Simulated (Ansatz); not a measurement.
beta Ga2O3: the defect Cl on the O site (Cl_O)

These are PBE, PAW (plane waves to 420 eV; Ansatz, an electronic-structure program) values and carry that method's errors. The supercell holds 120 host sites (1×3×2 repeats of the unit cell), with a 2×2×2 shifted k-point sampling for the final energies. Site at the start: the O(3,4-fold) site. Charged cells carry a point-charge image correction with potential alignment at far atoms. Dielectric constants: PBE linear response of the host. Host gap at this level: 2.01 eV. A cell of this size leaves errors of a few tenths of an eV. The semilocal functional narrows the gap, so deep levels can fall outside it. Spin–orbit coupling is left out. Each state is the lowest found from its start.

Formation energies E_f are given with the Fermi level at the valence-band maximum. Chemical conditions: Ga-rich (Δμ(O) = -3.04 eV, Δμ(Cl) = -1.60 eV, bounded by GaCl2 (Pnna); only phases computed here count, gases as isolated molecules at 0 K); O-rich (Δμ(O) = 0.00 eV, Δμ(Cl) = -0.021 eV, bounded by GaCl3 (P-1); only phases computed here count, gases as isolated molecules at 0 K). Reference phases: Cl: Cl2 molecule in a box, O: O2 molecule in a box.

| charge | moment (μB) | point group | largest move off a lattice site (Å) | image correction with alignment (eV) | E_f, Ga-rich (eV) | E_f, O-rich (eV) |
|---|---|---|---|---|---|---|
| +1 | not spin-polarised | Cs | 0.97 | 0.22 | -0.36 | 1.10 |
| 0* | quenched | Cs | 0.98 | – | – | – |
| −1* | not spin-polarised | Cs | 0.98 | – | – | – |

* At this level the carrier isn't localised at the defect: at charge 0 electrons occupy the conduction band; at charge −1 electrons occupy the conduction band. Such a state is shallow or no state of the defect, and this cell gives it no level.

Point groups are those of the whole cell at tolerances of 0.03 and 0.1 Å ("near" where only the looser one holds); none is given for unsettled states.

Starting moments that weren't kept: charge 0 began with 1 μB and ended with 0.0.

Flagged in the runs: a doubtful potential alignment, a host whose relaxation on this sampling wasn't shown to rest.
